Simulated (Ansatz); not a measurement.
Results of PBE0 (plane waves, PAW; Ansatz, an electronic-structure program) for cubic perovskite CsPbBr3 (cubic high-temperature phase).

Settings: plane-wave cutoff 460 eV, 4×4×4 k mesh, Fermi–Dirac smearing 0.01 eV, scalar-relativistic PAW data made under PBE.

Properties against volume:

```json
[
 {"V (Å³/atom)": "40.432", "P (GPa)": "1.15", "direct gap at Γ (eV)": "6.914", "smallest gap on the k mesh (eV)": "2.726"},
 {"V (Å³/atom)": "41.496", "P (GPa)": "0.53", "direct gap at Γ (eV)": "6.864", "smallest gap on the k mesh (eV)": "2.850"},
 {"V (Å³/atom)": "42.556", "P (GPa)": "0.00", "direct gap at Γ (eV)": "6.816", "smallest gap on the k mesh (eV)": "2.961"},
 {"V (Å³/atom)": "43.624", "P (GPa)": "-0.46", "direct gap at Γ (eV)": "6.769", "smallest gap on the k mesh (eV)": "3.063"},
 {"V (Å³/atom)": "44.688", "P (GPa)": "-0.86", "direct gap at Γ (eV)": "6.724", "smallest gap on the k mesh (eV)": "3.155"}
]
```

The fundamental gap (2.96 eV at the equilibrium volume, on the SCF mesh) lies elsewhere than Γ–Γ.

Note: the relaxation could not lower the start's symmetry, so the cell can be a saddle point above a distorted one.

Spin–orbit coupling is not included; with these elements it can move the gap by several tenths of an eV or more.
